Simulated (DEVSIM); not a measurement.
Device: Schottky contact on n-type Si, at 400 K.

```csv
layer (left to right),material,thickness (μm),Nd (cm⁻³),τn (s),τp (s)
1,Si,15.0,1.4e15,7.8e-7,7.8e-7
```

Left contact: Schottky, work function 4.53 eV, emission velocity 2.9e6 cm/s. Right contact: ohmic. Voltage is applied to the left contact. Recombination: SRH at mid-gap, radiative, Auger. Mobility is μmin + (μ − μmin)/(1 + (N/Nref)^α).

The device is made up for the run: typed textbook-type constants, with dimensions and the other settings drawn at random. Values at 300 K; Nc and Nv go as T^1.5, mobilities as T to minus their exponent, the gap by Varshni's rule with the affinity fixed.

| parameter | Si |
|---|---|
| gap (eV) | 1.124 |
| affinity (eV) | 4.05 |
| permittivity | 11.7 |
| Nc (cm⁻³) | 2.86e19 |
| Nv (cm⁻³) | 3.1e19 |
| μn (cm²/Vs) | 1417 |
| μp (cm²/Vs) | 470 |
| μn,min | 52 |
| μp,min | 45 |
| Nref,n | 9.7e16 |
| Nref,p | 2.2e17 |
| αn | 0.68 |
| αp | 0.72 |
| T exponent of μn | 2.3 |
| T exponent of μp | 2.2 |
| B (cm³/s) | 4.7e-15 |
| Cn (cm⁶/s) | 2.8e-31 |
| Cp (cm⁶/s) | 9.9e-32 |
| Varshni α (eV/K) | 0.000473 |
| Varshni β (K) | 636 |

DEVSIM, 1D drift-diffusion, Boltzmann statistics, complete ionisation; no tunnelling, impact ionisation, image-force lowering or self-heating. Metal contacts follow the ideal Schottky-Mott rule: no Fermi-level pinning, no interface dipoles.

The temperature was swept, all else fixed.

| temperature (K) | dark forward voltage at 100 A/cm² (V) | largest field in the device at zero bias (V/cm) | potential step across the device at zero bias (V) |
|---|---|---|---|
| 250 | 0.567 | 10000 | 0.272 |
| 300 | 0.684 | 9200 | 0.223 |
| 350 | [?] | [?] | 0.174 |
| 400 | 1.046 | 6200 | 0.123 |
| 450 | 1.295 | 4100 | 0.072 |
| 500 | 1.517 | 1400 | 0.021 |

Problem. Complete the blanks.

Solution. 
- 350, dark forward voltage at 100 A/cm² (V): 0.843
- 350, largest field in the device at zero bias (V/cm): 7900
